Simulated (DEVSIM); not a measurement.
Device: illuminated In0.53Ga0.47As p-on-n cell, one wavelength, at 300 K.

```tsv
layer (left to right)	material	thickness (μm)	Nd (cm⁻³)	Na (cm⁻³)	τn (s)	τp (s)	absorption coefficient (cm⁻¹)
1	In0.53Ga0.47As	0.370	-	6.3e17	4.6e-9	1.4e-10	46000
2	In0.53Ga0.47As	1.30	1.1e16	-	7.6e-9	7.6e-9	46000
```

Left contact: ohmic, minority electron recombination velocity 2e5 cm/s. Right contact: ohmic, minority hole recombination velocity 700 cm/s. Voltage is applied to the left contact. Recombination: SRH at mid-gap, radiative. Light enters at the left, 1.1e18 photons cm⁻² s⁻¹, one pass, no reflection. Mobility is constant in doping.

This is a model device: material constants are rounded textbook-type values typed into the input, and sizes, dopings and lifetimes were drawn at random. Values at 300 K.

```tsv
parameter	In0.53Ga0.47As
gap (eV)	0.74
affinity (eV)	4.51
permittivity	13.9
Nc (cm⁻³)	2.1e17
Nv (cm⁻³)	7.7e18
μn (cm²/Vs)	12000
μp (cm²/Vs)	300
B (cm³/s)	9.6e-11
```

DEVSIM, 1D drift-diffusion, Boltzmann statistics, complete ionisation; no tunnelling, impact ionisation, image-force lowering or self-heating.

Question: Tabulate band edges, carrier densities and field at -2.0 V on the left contact, in the dark.

Answer: Energies count from the Fermi level of the right contact; mesh points crowd at the junctions.

| x (μm) | Ec (eV) | Ev (eV) | n (cm⁻³) | p (cm⁻³) | field (V/cm) |
|---|---|---|---|---|---|
| 0.000 | 2.675 | 1.935 | 22000 | 6.3e17 | ≈ 0 |
| 0.01469 | 2.675 | 1.935 | 21000 | 6.3e17 | ≈ 0 |
| 0.03949 | 2.675 | 1.935 | 20000 | 6.3e17 | ≈ 0 |
| 0.07508 | 2.675 | 1.935 | 18000 | 6.3e17 | ≈ 0 |
| 0.1600 | 2.675 | 1.935 | 12000 | 6.3e17 | ≈ 0 |
| 0.2375 | 2.675 | 1.935 | 7600 | 6.3e17 | ≈ 0 |
| 0.2929 | 2.675 | 1.935 | 4200 | 6.3e17 | ≈ 0 |
| 0.3403 | 2.675 | 1.935 | 1200 | 6.2e17 | -1000 |
| 0.3602 | 2.658 | 1.918 | 330 | 3.2e17 | -28000 |
| 0.3731 | 2.577 | 1.837 | 210 | 1.4e16 | -85000 |
| 0.3918 | 2.422 | 1.682 | 3300 | 3.4e13 | -82000 |
| 0.4328 | 2.100 | 1.360 | 200000 | 2.2e8 | -76000 |
| 0.4912 | 1.682 | 0.942 | 600000 | 7.7e7 | -67000 |
| 0.5793 | 1.145 | 0.405 | 1500000 | 6.7e7 | -55000 |
| 0.7842 | 0.326 | -0.414 | 7.1e11 | 1.4e7 | -25000 |
| 1.071 | 0.078 | -0.662 | 1.0e16 | 800000 | -320 |
| 1.306 | 0.076 | -0.664 | 1.1e16 | 1900000 | ≈ 0 |
| 1.452 | 0.076 | -0.664 | 1.1e16 | 2300000 | ≈ 0 |
| 1.570 | 0.076 | -0.664 | 1.1e16 | 2500000 | ≈ 0 |
| 1.617 | 0.076 | -0.664 | 1.1e16 | 2600000 | ≈ 0 |
| 1.648 | 0.076 | -0.664 | 1.1e16 | 2600000 | ≈ 0 |
| 1.670 | 0.076 | -0.664 | 1.1e16 | 2600000 | ≈ 0 |
